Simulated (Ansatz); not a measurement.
Effective masses and thermopower of RuAs₂ (Pnnm)

Here is the system:

```
RuAs2
1.0
    5.42653     0.00000     0.00000
    0.00000     6.16631     0.00000
    0.00000     0.00000     2.96589
As Ru
4 2
Direct
  0.32932   0.86498   0.50000
  0.67068   0.13502   0.50000
  0.82932   0.63502   0.00000
  0.17068   0.36498   0.00000
  0.50000   0.50000   0.50000
  0.00000   0.00000   0.00000
```

All values below come from r2SCAN, rigid bands (plane waves, PAW, scalar-relativistic; Ansatz, a quantum-chemistry and plane-wave program). Condition of this run: functional r2SCAN on the same cell. How the cell was made: cell and atoms relaxed with PBEsol.

```yaml
band_gap: 0.59 eV
electron conductivity mass (300 K, dilute): 0.50 (x), 1.96 (y), 0.62 (z) mₑ
effective density of states N_c (300 K): 4.0e19 cm⁻³
density_of_states_mass_electrons: 1.36 mₑ
Seebeck coefficient, n-type 1e19 cm⁻³, 300 K: -341 μV/K
best n-type power factor at 300 K for τ = 10 fs (best axis; densities from 1e16 to 1e21 cm⁻³ tried, whether or not they can be reached): 11.5 μW/(cm·K²) at 1e20 cm⁻³
```

Rigid bands; masses and Seebeck coefficients take one relaxation time τ for all states and one kind of carrier; polarons and phonon drag are left out. Spin-orbit coupling is left out. Geometry: cell and atoms relaxed with PBEsol.

Formula and space group known from diffraction (Crystallography Open Database), not checked to be the room-temperature form: RuAs2 (Pnnm).
